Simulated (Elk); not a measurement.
Worked example: self-consistent single point of Fe3Rh (Fm-3m, 4 atoms in the cell) in Elk.

Method: LDA (PW92), all-electron FP-LAPW, Elk's shipped species files, APW+lo basis with extra local orbitals (Elk).

```
Fe3Rh
1.0
    0.00000     2.95649     2.95649
    2.95649     0.00000     2.95649
    2.95649     2.95649     0.00000
Fe Rh
3 1
Direct
  0.75000   0.75000   0.75000
  0.25000   0.25000   0.25000
  0.00000   0.00000   0.00000
  0.50000   0.50000   0.50000
```
Moments meant for the start (each program seeds them in its own way; μB, in the order of the atoms Fe Fe Fe Rh): 4.0 4.0 4.0 1.0.

Reference input (self-consistent single point, DFT, PBEsol, all-electron FP-LAPW, Elk's shipped species files, APW+lo basis with extra local orbitals): xctype = 22; spinpol = true; rgkmax = 8; stype = 0; swidth = 0.00999582 Ha; ngridk = 8 8 8; reducebf = 0.7; gmaxvr = 14 1/bohr; nxlo = 2; lorbcnd = true; rmtscf = 0.91; lmaxi = 2. This run's input differs from it in these lines:

```diff
@@ -2,5 +2,2 @@
   0
-
-xctype
-  22
```

Output (repeated stretches shortened):

```
│ Self-consistent loop started │
│ Loop number : 1 │
 total energy                :     -8581.27110586
 total moment                :    8.923433618
│ Loop number : 2 │
 total energy                :     -8582.18392528
 total moment                :    9.048466361
RMS change in Kohn-Sham potential (target) :   0.5620673461     (  0.1000000000E-05)
Absolute change in total energy (target)   :   0.9128194202     (  0.1000000000E-03)
│ Loop number : 3 │
 total energy                :     -8583.05211240
 total moment                :    8.987160381
RMS change in Kohn-Sham potential (target) :   0.5771647160     (  0.1000000000E-05)
   [... lines left out ...]
│ Loop number : 23 │
 total energy                :     -8592.43469502
 total moment                :    9.028927579
RMS change in Kohn-Sham potential (target) :   0.1388117717E-05 (  0.1000000000E-05)
Absolute change in total energy (target)   :   0.3865101826E-04 (  0.1000000000E-03)
│ Loop number : 24 │
 total energy                :     -8592.43467743
 total moment                :    9.028935690
RMS change in Kohn-Sham potential (target) :   0.2727594807E-06 (  0.1000000000E-05)
Absolute change in total energy (target)   :   0.2725187369E-04 (  0.1000000000E-03)
Convergence targets achieved

│ Loop number : 25 │

Energies :
 Fermi                       :     0.341614188792
 xc effective B-field        :    -0.433320504684
 external B-field            :      0.00000000000
 total energy                :     -8592.43467568
 (external B-field energy excluded from total)

Density of states at Fermi energy :    81.49171946
 (states/Hartree/unit cell)

Estimated indirect band gap :   0.1553530371E-03
 from k-point     20 to k-point     29
Estimated direct band gap   :   0.2980398008E-02
 at k-point     28

Charges :
 core                        :    58.00000000
 valence                     :    65.00000000
 interstitial                :    6.075730213
 muffin-tins (core leakage)
  species :    1 (Fe)
   atom    1                 :    24.49564573     (  0.2302158464E-11)
   [... lines left out ...]

Moments :
 interstitial                :   0.1333939150E-01
 muffin-tins
  species :    1 (Fe)
   atom    1                 :    2.803452937
   atom    2                 :    2.803452937
   atom    3                 :    2.547629414
  species :    2 (Rh)
   atom    1                 :   0.8610466254
 total in muffin-tins        :    9.015581912
 total moment                :    9.028921304

│ Self-consistent loop stopped │
```

The run converged in 25 iterations. The count includes the last loop, which Elk runs after its targets are met. Against the reference run the size of the net moment goes from 2.29 to 2.26 μB/atom.

The starting cell comes from a database of computed structures (which also holds hypothetical and non-ambient phases and stackings), without a prior relaxation at this level. Its lattice was rescaled by a random factor within 2.5 % of one. The magnetic order is the one reached from the typed start; others were not searched systematically. Values depend on the basis (sphere radii, cutoffs, local orbitals), which need not be converged. The log's line on a gap gives a spacing of levels on this mesh, which the program prints for metals too.

Cost on one core of a shared machine: roughly 2 min.
